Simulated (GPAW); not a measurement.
A self-consistent single point of BeB2 (P6/mmm, 3 atoms in the cell) with GPAW.

Method of the run: LDA (Perdew-Wang 92), GPAW PAW datasets LDA (gpaw-data 1.0.1) (plane waves; GPAW).

```
BeB2
1.0
    2.92969     0.00000     0.00000
   -1.46484     2.53719     0.00000
    0.00000     0.00000     2.87733
Be B
1 2
Direct
  0.00000   0.00000   0.00000
  0.33333   0.66667   0.50000
  0.66667   0.33333   0.50000
```

Reference input (self-consistent single point, DFT PBEsol, plane waves, GPAW PAW datasets PBEsol (made by gpaw-setup)): mode = pw; ecut = 950 eV; xc = PBEsol; kpts = 13 13 11; mesh shift (steps) = 0 0 0; occupations.name = fermi-dirac; occupations.width = 0.136 eV; nbands = -11; convergence.forces = 0.001 eV/Å; symmetry.symmorphic = false; symmetry.tolerance = 0.0005; maxiter = 120. This run's input differs from it in these lines:

```diff
@@ -14,3 +14,3 @@
 calc = GPAW(mode={'name': 'pw', 'ecut': 950},
-            xc='PBEsol',
+            xc='LDA',
             kpts=(13, 13, 11),
```

Its files differ too (potentials: GPAW PAW datasets LDA (gpaw-data 1.0.1)).

Output (repeated stretches shortened):

```
     iter     time        total  log10-change:
                         energy   eigst   dens  force
iter:   1 --:--:--   -19.780062
iter:   2 --:--:--   -19.602356   -1.66  -0.71
iter:   3 --:--:--   -18.761948   -1.60  -0.75
iter:   4 --:--:--   -18.755669   -3.31  -1.50
iter:   5 --:--:--   -18.759745   -2.99  -1.50
iter:   6 --:--:--   -18.758249   -4.29  -2.09
iter:   7 --:--:--   -18.758274c  -5.52  -2.77
iter:   8 --:--:--   -18.758209c  -6.03  -2.96
iter:   9 --:--:--   -18.758209c  -7.30  -3.68
iter:  10 --:--:--   -18.758206c  -8.29c -3.91
iter:  11 --:--:--   -18.758206c  -9.75c -4.78c
iter:  12 --:--:--   -18.758206c -11.61c -5.23c -16.51c
Converged after 12 iterations.

Dipole moment: (-0.000000, -0.000000, 0.000000) |e|*Ang

Energy contributions relative to reference atoms: (reference = -1718.417014)

Kinetic:        +14.819287
Potential:      -10.304643
External:        +0.000000
XC:             -23.237196
Entropy (-ST):   -0.030827
Local:           -0.020241
SIC:             +0.000000
--------------------------
Free energy:    -18.773620
Extrapolated:   -18.758206

Showing only first 2 kpts
 Kpt  Band  Eigenvalues  Occupancy
  0     2      8.48212    1.46001
  0     3      8.48219    1.45980
  0     4     12.24699    0.00000
  0     5     12.24704    0.00000

  1     2      8.53946    1.27890
  1     3      8.53954    1.27865
  1     4     12.38641    0.00000
  1     5     12.38646    0.00000

Fermi level: 8.61739

No gap
No difference between direct/indirect transitions
Energy (eV): -18.758206

Forces in eV/Ang:
  0 Be    0.00000    0.00000    0.00000
  1 B     0.00000    0.00000    0.00000
  2 B     0.00000   -0.00000    0.00000

Stress tensor:
     0.049329     0.000000     0.000000
     0.000000     0.049329     0.000000
     0.000000     0.000000     0.027481
Stress (GPa, Voigt): [7.9034 7.9034 4.4029 0.     0.     0.    ]
```

The run converged in 12 iterations. GPAW prints stress with tension positive. 

At such cutoffs GPAW's stress carries a finite-basis (Pulay) error, which enters relaxed cells too; its log prints stress with tension positive.

The starting cell comes from a database of computed structures (which also holds hypothetical and non-ambient phases and stackings), without a prior relaxation at this level.

Cost on one core of a shared machine: roughly 60 s.
